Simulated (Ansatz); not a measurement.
## OsC (model structure, F-43m, No. 216, 2 atoms in the cell)

All values below come from PBE in Ansatz (PAW).

Numerical settings: plane-wave cutoff 520 eV, 12×12×12 k mesh, Fermi–Dirac smearing 0.01 eV, no spin polarisation, scalar-relativistic PAW data made under PBE.

Cell (relaxed at this level):

```cif
data_COs
_chemical_formula_sum 'Os1 C1'
_space_group_name_H-M_alt 'P 1'
_space_group_IT_number 1
_cell_length_a 3.25548
_cell_length_b 3.25548
_cell_length_c 3.25548
_cell_angle_alpha 60.000
_cell_angle_beta 60.000
_cell_angle_gamma 60.000
loop_
_space_group_symop_operation_xyz
  'x, y, z'
loop_
_atom_site_label
_atom_site_type_symbol
_atom_site_fract_x
_atom_site_fract_y
_atom_site_fract_z
_atom_site_occupancy
Os1 Os 0.00000 0.00000 0.00000 1
C1 C 0.25000 0.25000 0.25000 1
```

```json
{
 "band_gap": "0.15 eV (on the SCF k mesh)",
 "direct gap at Γ": "4.73 eV",
 "bulk modulus B0": "289 GPa"
}
```

Note: the bulk modulus is −V dP/dV from two relaxed cells at ±2 % in volume; the relaxation could raise the start's symmetry but not lower it, so the cell can be a saddle point.

Spin–orbit coupling is not included; it can close the smallest gap of 0.15 eV.

Cost on a shared machine: about 27 core-seconds (a rough figure).

A model structure was made by putting elements into a prototype or built by hand; it is no filed structure, need not be a known phase, and can be a saddle point held by its symmetry.

Ansatz is an electronic-structure program.
